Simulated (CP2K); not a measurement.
A self-consistent single point of Pd (Fm-3m, 1 atom in the cell) with CP2K.

Method of the run: PBE, GPW, DZVP-MOLOPT-SR-GTH basis, GTH-PBE potentials (GTH_POTENTIALS) in CP2K.

```
CELL_PARAMETERS angstrom
      2.75890     0.00000     0.00000
      1.37945     2.38928     0.00000
      1.37945     0.79643     2.25263
ATOMIC_POSITIONS crystal
  Pd 0.00000 0.00000 0.00000
```

Reference input (self-consistent single point, DFT PBE, GPW, DZVP-MOLOPT-SR-GTH basis, GTH-PBE potentials (GTH_POTENTIALS)): CUTOFF = 500 Ry; REL_CUTOFF = 50 Ry; SMEAR/METHOD = FERMI_DIRAC; ELECTRONIC_TEMPERATURE = 1160.45 K; KPOINTS/SCHEME = MONKHORST-PACK 7 7 7; XC_FUNCTIONAL = PBE; Pd/BASIS_SET = DZVP-MOLOPT-SR-GTH-q18; Pd/POTENTIAL = GTH-PBE-q18; METHOD = GPW; EPS_DEFAULT = 1e-10; NGRIDS = 5; SCF_GUESS = ATOMIC. This run's input differs from it in these lines:

```diff
@@ -36,3 +36,3 @@
         METHOD FERMI_DIRAC
-        ELECTRONIC_TEMPERATURE [K] 1160.45
+        ELECTRONIC_TEMPERATURE [K] 3481.36
       &END SMEAR
@@ -40,3 +40,3 @@
     &KPOINTS
-      SCHEME MONKHORST-PACK 7 7 7
+      SCHEME MONKHORST-PACK 13 13 13
     &END KPOINTS
```

The program printed (abridged):

```
 SCF WAVEFUNCTION OPTIMIZATION

  Step     Update method      Time    Convergence         Total energy    Change
     1 NoMix/Diag. 0.30E+00      -     0.33911137      -127.4452231743 -1.27E+02
     2 Broy./Diag. 0.30E+00      -     0.07651064      -129.6183859915 -2.17E+00
     3 Broy./Diag. 0.30E+00      -     0.11653539      -128.3011899988  1.32E+00
     4 Broy./Diag. 0.30E+00      -     0.00692964      -127.2252210362  1.08E+00
     5 Broy./Diag. 0.30E+00      -     0.00452338      -127.3061062052 -8.09E-02
     6 Broy./Diag. 0.30E+00      -     0.00050141      -127.2660287056  4.01E-02
   [... 2 lines left out ...]
     9 Broy./Diag. 0.30E+00      -     0.00002686      -127.2631292589 -4.52E-04
    10 Broy./Diag. 0.30E+00      -     0.00000509      -127.2629101012  2.19E-04
    11 Broy./Diag. 0.30E+00      -     0.00000104      -127.2629438839 -3.38E-05
    12 Broy./Diag. 0.30E+00      -     0.00000030      -127.2629357282  8.16E-06
  *** SCF run converged in    12 steps ***

  Overlap energy of the core charge distribution:               0.00000000000000
  Self energy of the core charge distribution:               -222.92368910911350
  Core Hamiltonian energy:                                     52.84478757449673
  Hartree energy:                                              55.46462131435504
  Exchange-correlation energy:                                -12.63558148502839
  Electronic entropic energy:                                  -0.01307402876084
  Fermi energy:                                                 0.54849229086545

  Total energy:                                              -127.26293572823973
  Total energy (extrapolated to T->0):                       -127.25639871385930

                     Mulliken Population Analysis

   [... lines left out ...]

 STRESS| Analytical stress tensor [bar]
 STRESS|                        x                   y                   z
 STRESS|      x        9.70356960493E+04  -7.32944237510E-01  -5.18270436162E-01
 STRESS|      y       -7.32944237510E-01   9.70362192028E+04  -1.94838628173E-01
 STRESS|      z       -5.18270436162E-01  -1.94838628173E-01   9.70364054217E+04
 STRESS| 1/3 Trace                                             9.70361068913E+04
```

The run converged in 12 iterations. Against the reference run the free energy falls by 174 meV/atom and the pressure goes from 8.54 to 9.70 GPa.

The starting cell has typed, rounded lattice constants, without a prior relaxation at this level. Its lattice was rescaled by up to half a per cent. Spin polarisation is off. Values carry the incompleteness of an atom-centred basis. With a pressure of about 10 GPa the cell is away from its equilibrium volume at this level.

Cost on one core of a shared machine: roughly 2 min.
